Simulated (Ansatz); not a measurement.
We consider LaMgNO (model structure, started from the LaZnOP type, P4/nmm, No. 129, 8 atoms in the cell), described by LDA (Ansatz, an electronic-structure program, plane waves, PAW).

Settings: plane-wave cutoff 520 eV, 8×8×4 k mesh (along the axes of the cell as run), Fermi–Dirac smearing 0.01 eV, scalar-relativistic PAW data made under PBE.

Cell (relaxed at this level):

LaMgNO is modelled in the tetragonal space group P4/nmm, origin choice 1 (No. 129), Pearson symbol tP8. Conventional cell: a = b = 3.812 Å, c = 8.012 Å, α = β = γ = 90.00°. La on 2c sees 4 O at 2.301 Å and 4 N at 3.236 Å and 1 N at 3.642 Å. Mg on 2b sees 4 N at 2.119 Å. N on 2c is coordinated by 4 Mg at 2.119 Å and 4 La at 3.236 Å and 1 La at 3.642 Å. O on 2a is surrounded by 4 La at 2.301 Å (tetrahedral). (Neighbours: up to the widest gap in distance over summed covalent radii, below 1.35, at either atom; cation-cation and far metal-metal contacts left out.)

Question: Give the computed band gap and bulk modulus.

Answer: 
* **band gap**: 2.52 eV (on the SCF k mesh)
* **bulk modulus**: 92.7 GPa

Note: the bulk modulus is −V dP/dV from two relaxed cells at ±2 % in volume; the relaxation could raise the start's symmetry but not lower it, so the cell can be a saddle point.

Spin–orbit coupling is not included.

Static lattice: no zero-point or thermal effects.

The result took very roughly 90 core-seconds.

A model structure was made by putting elements into a prototype or built by hand; it is no filed structure, need not be a known phase, and can be a saddle point held by its symmetry.
